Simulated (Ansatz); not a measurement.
**AgCl: response to strain**

The reference is AgCl in the rock salt structure (space group Fm-3m, No. 225).

```
AgCl
1.0
    0.00000     2.72374     2.72374
    2.72374     0.00000     2.72374
    2.72374     2.72374     0.00000
Ag Cl
1 1
Direct
  0.00000   0.00000   0.00000
  0.50000   0.50000   0.50000
```

Cartesian axes are those of the cell as printed.

Strains are applied to the cell and any free atomic positions relax.

Method: PBEsol, PAW, 420 eV (Ansatz, an electronic-structure program; no spin-orbit coupling).

Candidates:
(a) uniaxial strain ε_zz = +0.50 %
(b) uniaxial strain ε_zz = −0.50 %
(c) uniaxial strain ε_zz = +2.50 %

Base values:

The smallest direct gap is 3.03 eV.

Order them by smallest direct gap, highest first.

(b) uniaxial strain ε_zz = −0.50 % (3.04 eV), (a) uniaxial strain ε_zz = +0.50 % (3.01 eV), (c) uniaxial strain ε_zz = +2.50 % (2.95 eV)

Whether these cells are dynamically stable was not tested.
